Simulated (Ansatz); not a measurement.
Abridged Ansatz (an electronic-structure program) output:

```
Relaxation: its limit of steps is 60 (relax.max_steps)
Pseudopotential: Ti, paw, valence charge 12
Pseudopotential: Al, paw, valence charge 3
Crystal: 8 atoms, lattice volume = 103.935 Å³
Basis set: ecut = 500 eV, 2667 PW (Γ), exchange–correlation on 160×160×128 points (64 copies of the dense FFT grid, shifted against one another)
Bands: 47, of which v1, the nominal top of the filled ones, is band 39 counted from 1 (38 counted from 0)
Symmetry: 24 space group operations
k-points: 84 of 1000
Functional: x = r2scan, c = r2scan; τ floored in thin density (d = 2e-4 eV/Å³)
SCF iter   1: F=—  HF=-16105.806981 eV  |F-HF|=—  |Δ(HF+E_count)|=         —  Δρ=1.55e-2  dr2=2.09e-1  dr2_τ=1.72e-1  ethr=1.77e-3  ⟨swp⟩=7.4  Hψ=16381  notcnv=0
SCF iter   2: F=—  HF=-16106.180105 eV  |F-HF|=—  |Δ(HF+E_count)|=   3.73e-1  Δρ=6.68e-3  dr2=3.47e-2  dr2_τ=2.30e-3  ethr=2.67e-4  ⟨swp⟩=2.8  Hψ=8869  notcnv=0  defer=2
SCF 1 converged in 7 iterations: F = -16106.186796 eV  dr2 = 2.42e-8
relax step   1: F+E_penalty+E_count = -16106.18679632 eV  Δ(F+E_penalty+E_count) = +0.000e0 eV  max|allowed force component| = 9.368e-6 eV/Å  Δτ_max = 0.0000 Å  P = +45.000 GPa  Ω = 103.935 Å³  (7 SCF iters, dr2 threshold 1.00e-7 eV, accepted)
[... steps on the carried basis left out ...]
relax step   7: F+E_penalty+E_count = -16104.43077520 eV  Δ(F+E_penalty+E_count) = +1.978e-3 eV  max|allowed force component| = 4.433e-4 eV/Å  Δτ_max = 0.0000 Å  P = +59.994 GPa  Ω = 98.551 Å³  stress off target by 7.01e-3 GPa  SCF on the basis re-selected at this cell (its energy is not comparable with the rows above)  (6 SCF iters)
SCF converged after 6 iterations
Free energy (F): -16104.430775 eV
Internal energy: -16104.399313 eV  (E = F + TS)
E sigma→0 (E₀):  -16104.415044 eV
Entropy (-TS):   -0.031463 eV (-3.933 meV/atom)
Fermi energy:    17.102099 eV
--- Forces (eV/Å), atoms counted from 1 ---
  atom   1  Ti    -0.00000000     0.00044331    -0.00000000
  atom   2  Ti    -0.00038392     0.00022165     0.00000000
  atom   3  Ti    -0.00038392    -0.00022165     0.00000000
  atom   4  Ti    -0.00000000    -0.00044331     0.00000000
  atom   5  Ti     0.00038392    -0.00022165    -0.00000000
  atom   6  Ti     0.00038392     0.00022165    -0.00000000
  atom   7  Al    -0.00000000     0.00000000    -0.00000000
  atom   8  Al     0.00000000     0.00000000     0.00000000
--- Stress (GPa, compression-positive) ---
       59.992991      -0.000000      -0.000000
       -0.000000      59.992991      -0.000000
       -0.000000      -0.000000      59.994917
  P = ⅓ Tr σ = 59.9936 GPa (599.936 kbar)
--- Relaxed structure (6 steps of the walk, 6 accepted, 1 SCFs on fresh bases) ---
  cell:  # Å, volume = 98.5509 Å³
    - [5.183656283277932, 1.689575605988061e-36, -2.0181980613527386e-33]
    - [-2.591828141638966, 4.489178025805513, 1.0090990306763693e-33]
    - [-1.645855902049086e-33, 0.0, 4.235038527059323]
  atoms:
    - { symbol: Ti, position: [0.8297316145860852, 0.6594632291721703, 0.25000000000000006] }
    - { symbol: Ti, position: [0.1702683854139149, 0.829731614586085, 0.7500000000000001] }
    - { symbol: Ti, position: [0.34053677082782985, 0.17026838541391492, 0.25000000000000006] }
    - { symbol: Ti, position: [0.17026838541391492, 0.34053677082782985, 0.7500000000000001] }
    - { symbol: Ti, position: [0.8297316145860852, 0.17026838541391492, 0.25000000000000006] }
    - { symbol: Ti, position: [0.65946322917217, 0.829731614586085, 0.7500000000000001] }
    - { symbol: Al, position: [0.3333333333333333, 0.6666666666666667, 0.25000000000000006] }
    - { symbol: Al, position: [0.6666666666666667, 0.33333333333333337, 0.7500000000000001] }
```

What was computed, and what are the main results?

Ti3Al, 8 atoms in the cell, with Ansatz r2SCAN, no spin-orbit coupling, from a series relaxed to a target (pressure 60 GPa). The last SCF converged to F = -16104.430775 eV, or -2013.0538 eV per atom, at a pressure of 59.99 GPa. The total energy compares only with runs of the same code, potentials and settings.

Load acts through the strain it causes; cell and atoms are relaxed under it. No phonon test of stability was made. Competing high-pressure phases were not computed. All final runs are without spin polarisation. The cell was made from Ti3Al (space group P6_3/mmc, No. 194) by this change: pressure 60 GPa.

Keys are those of Ansatz 0.2.
